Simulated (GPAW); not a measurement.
## GPAW run on HfGa3 (I4/mmm, 4 atoms in the cell): self-consistent single point

Computed with PBEsol, GPAW PAW datasets PBEsol (made by gpaw-setup) (plane waves; GPAW 25.7.0).

This input was run:

```python
from ase import Atoms
from ase.units import GPa
from gpaw import GPAW, PW

atoms = Atoms(['Hf', 'Ga', 'Ga', 'Ga'],
              cell=[[-1.928555, 1.928555, 4.501305],
                    [1.928555, -1.928555, 4.501305],
                    [1.928555, 1.928555, -4.501305]],
              positions=[[0.000000, 0.000000, 0.000000],
                         [0.000000, 0.000000, 4.501305],
                         [0.000000, 1.928555, 2.250653],
                         [1.928555, 0.000000, 2.250653]],
              pbc=True)

calc = GPAW(mode=PW(550),
            xc='PBEsol',
            kpts={'size': (8, 8, 8), 'gamma': True},
            occupations={'name': 'methfessel-paxton', 'width': 0.136, 'order': 0},
            nbands=-8,
            convergence={'density': 1e-05, 'energy': 1e-05},
            symmetry={'symmorphic': False, 'tolerance': 0.0005},
            maxiter=100,
            txt='-')

atoms.calc = calc

energy = atoms.get_potential_energy()
print('Energy (eV):', round(energy, 6))
forces = atoms.get_forces()
print('Forces (eV/Ang):')
print(forces.round(5))
stress = atoms.get_stress()
print('Stress (GPa, Voigt):', (stress / GPa).round(4))
```

Output, abridged:

```
Input parameters:
  convergence: {density: 1e-05,
                energy: 1e-05}
  kpts: {gamma: True,
         size: (8, 8, 8)}
  maxiter: 100
  mode: {ecut: 550.0,
         name: pw}
  nbands: -8
  occupations: {name: methfessel-paxton,
                order: 0,
                width: 0.136}
  symmetry: {symmorphic: False,
             tolerance: 0.0005}
  xc: PBEsol

species:
  Hf:
    name: Hafnium
    Z: 72.0
    valence: 12
    core: 60
    charge: 0.0
    file: Hf.PBEsol.gz

    # Using partial waves for Hf as LCAO basis

  Ga:
    name: Gallium
    Z: 31.0
    valence: 3
    core: 28
    charge: 0.0
    file: Ga.PBEsol.gz

    # Using partial waves for Ga as LCAO basis

Reference energy: -568295.681498  # eV

Spin-paired calculation

Convergence criteria:
 Maximum [total energy] change in last 3 cyles: 1e-05 eV / valence electron
 Maximum integral of absolute [dens]ity change: 1e-05 electrons / valence electron
 Maximum integral of absolute [eigenst]ate change: 4e-08 eV^2 / valence electron
 Maximum number of scf [iter]ations: 100

Symmetries present (total): 16
Symmetries with fractional translations: 0
512 k-points: 8 x 8 x 8 Monkhorst-Pack grid + [1/16,1/16,1/16]
59 k-points in the irreducible part of the Brillouin zone
       k-points in crystal coordinates                weights
   0:     0.00000000    0.00000000    0.00000000          1/512
   1:     0.12500000   -0.12500000    0.00000000          4/512
   2:     0.12500000   -0.12500000    0.12500000          4/512
   [... 7 lines left out ...]
          ...
  58:     0.50000000    0.50000000    0.50000000          1/512

Wave functions: Plane wave expansion
  Cutoff energy: 550.000 eV
  Number of coefficients (min, max): 1944, 1997
  Pulay-stress correction: 0.000000 eV/Ang^3 (de/decut=0.000000)

Occupation numbers: Methfessel-Paxton:
  width: 0.1360  # eV
  order: 0

Eigensolver

Densities:
  Coarse grid: 30*30*30 grid
  Fine grid: 60*60*60 grid
  Total Charge: 0.000000

Density mixing:
  Method: separate
  Backend: pulay
  Linear mixing parameter: 0.05
  old densities: 5
  Damping of long wavelength oscillations: 50

Hamiltonian:
  XC and Coulomb potentials evaluated on a 60*60*60 grid
  External potential:
    NoExternalPotential

XC parameters: PBEsol with 2 nearest neighbor stencil

Number of atoms: 4
Number of atomic orbitals: 25
Number of bands in calculation: 18
Number of valence electrons: 21
Bands to converge: occupied

Density initialized from atomic densities
  18 bands from LCAO basis set

Atomic positions and initial magnetic moments

Positions:
   0 Hf     0.000000    0.000000    0.000000    ( 0.0000,  0.0000,  0.0000)
   1 Ga     0.000000    0.000000    4.501305    ( 0.0000,  0.0000,  0.0000)
   2 Ga     0.000000    1.928555    2.250653    ( 0.0000,  0.0000,  0.0000)
   3 Ga     1.928555    0.000000    2.250653    ( 0.0000,  0.0000,  0.0000)

Unit cell:
           periodic     x           y           z      points  spacing
  1. axis:    yes   -1.928555    1.928555    4.501305    30     0.1182
  2. axis:    yes    1.928555   -1.928555    4.501305    30     0.1182
  3. axis:    yes    1.928555    1.928555   -4.501305    30     0.0909

  Lengths:   5.263117   5.263117   5.263117
  Angles:  137.008978 137.008978  62.424237

Effective grid spacing dv^(1/3) = 0.1354

     iter     time        total  log10-change:
                         energy   eigst   dens
iter:   1 --:--:--   -19.949046
iter:   2 --:--:--   -19.946036   -1.53  -1.08
iter:   3 --:--:--   -19.908448   -1.35  -1.10
iter:   4 --:--:--   -19.894897   -2.87  -1.93
iter:   5 --:--:--   -19.869526   -2.36  -1.99
iter:   6 --:--:--   -19.872525   -3.89  -2.29
iter:   7 --:--:--   -19.871153   -3.95  -2.29
iter:   8 --:--:--   -19.869290   -3.80  -2.59
iter:   9 --:--:--   -19.869002   -4.05  -2.99
iter:  10 --:--:--   -19.869012   -4.54  -3.27
iter:  11 --:--:--   -19.869000c  -6.01  -3.60
iter:  12 --:--:--   -19.869001c  -4.96  -3.65
iter:  13 --:--:--   -19.868992c  -5.22  -3.55
iter:  14 --:--:--   -19.868984c  -6.69  -3.89
iter:  15 --:--:--   -19.868992c  -6.35  -4.03
iter:  16 --:--:--   -19.868986c  -6.38  -4.12
iter:  17 --:--:--   -19.868986c  -7.24  -4.84
iter:  18 --:--:--   -19.868986c  -8.28c -4.89
iter:  19 --:--:--   -19.868986c  -8.29c -4.94
iter:  20 --:--:--   -19.868986c  -9.48c -5.15c

Converged after 20 iterations.

Dipole moment: (-0.000000, 0.000000, 0.000004) |e|*Ang

Energy contributions relative to reference atoms: (reference = -568295.681498)

Kinetic:        +47.211647
Potential:      -37.683953
External:        +0.000000
XC:             -28.915535
Entropy (-ST):   -0.011415
Local:           -0.475438
SIC:             +0.000000
--------------------------
Free energy:    -19.874693
Extrapolated:   -19.868986

Showing only first 2 kpts
 Kpt  Band  Eigenvalues  Occupancy
  0     8      7.24313    2.00000
  0     9      7.24314    2.00000
  0    10      8.66117    1.01991
  0    11     10.80134    0.00000

  1     8      6.77728    2.00000
  1     9      7.38445    2.00000
  1    10      8.28557    1.99992
  1    11     10.69882    0.00000

Fermi level: 8.66357

No gap
No difference between direct/indirect transitions
Energy (eV): -19.868986

Forces in eV/Ang:
  0 Hf    0.00000   -0.00000    0.00000
  1 Ga    0.00000    0.00000    0.00000
  2 Ga    0.00000    0.00000    0.00000
  3 Ga    0.00000    0.00000    0.00000

Stress tensor:
    -0.000345     0.000000     0.000000
     0.000000    -0.000345     0.000000
     0.000000     0.000000     0.007772
Stress (GPa, Voigt): [-0.0553 -0.0553  1.2452  0.      0.      0.    ]
```

The run converged in 20 iterations. GPAW prints stress with tension positive.

The starting cell comes from a database of computed structures (which also holds hypothetical and non-ambient phases and stackings), without a prior relaxation at this level. Spin-orbit coupling is off.

Cost on one core of a shared machine: roughly 80 s.
